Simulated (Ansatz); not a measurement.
The reference is CdTe in the zinc blende structure (space group F-43m, No. 216).

```xyz
2
Lattice="0.0000 3.2043 3.2043 3.2043 0.0000 3.2043 3.2043 3.2043 0.0000" Properties=species:S:1:pos:R:3 pbc="T T T"
Cd     0.0000     0.0000     0.0000
Te     1.6022     1.6022     1.6022
```

Cartesian axes are those of the cell as printed.

Method: LDA (Ansatz, a quantum-chemistry and plane-wave program, PAW, spin-orbit coupling left out).

Before the change:

The shortest interatomic distance is 2.775 Å.

Perturbation: tensile biaxial strain of 1.67 % in the plane normal to [111], as in epitaxy on a mismatched substrate; the out-of-plane cell vector and the atoms relax.

### Question
What happens to the ratio −ε⊥/ε∥, in-plane stress and shortest interatomic distance?

### Answer
The ratio −ε⊥/ε∥ comes out as 0.83; the mean in-plane stress (compression positive) is -1.3 GPa; the shortest interatomic distance rises by 0.007 Å, from 2.775 Å to 2.782 Å.

Whether these cells are dynamically stable was not tested.
